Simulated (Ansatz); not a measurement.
The starting structures come from a database of crystals and need not be the phases stable at ambient conditions.

Tunnelling through a barrier is set by its complex band structure: the current falls as exp(−2κd) with the smallest κ.

Data:

```
CELL_PARAMETERS angstrom
      7.47895     0.00000     0.00000
      0.00000     8.07751     0.00000
      1.86699     4.03876     3.30015
ATOMIC_POSITIONS crystal
  Li 0.25000 0.30703 0.00000
  Li 0.75000 0.69297 0.00000
  Ta 0.50000 0.00000 0.00000
  Ta 0.00000 0.00000 0.00000
  Ge 0.75000 0.36172 0.00000
  Ge 0.25000 0.63828 0.00000
  O  0.94298 0.24026 0.99658
  O  0.05702 0.75974 0.00342
  O  0.55702 0.23684 0.00342
  O  0.44298 0.76316 0.99658
  O  0.34942 0.69365 0.60250
  O  0.65058 0.30635 0.39750
  O  0.15058 0.29615 0.39750
  O  0.84942 0.70385 0.60250
  O  0.25000 0.06722 0.00000
  O  0.75000 0.93278 0.00000
```

Space group of this cell: C2/c. The cell is taken as given; by r2SCAN its mean pressure is 0.7 GPa.

Transport runs along the normal of the first two printed cell vectors.

The gap is the functional's own, uncorrected, and κ follows it; spin-orbit coupling is left out. Mid-gap values are interpolated between the computed energies.

Task: Predict the band gap and the smallest decay constant κ at mid-gap from r2SCAN run with Ansatz (a quantum-chemistry and plane-wave program).

Result: Gap 4.40 eV on a 6×10×10 mesh; κ = 0.327 1/Å, at the zone centre.
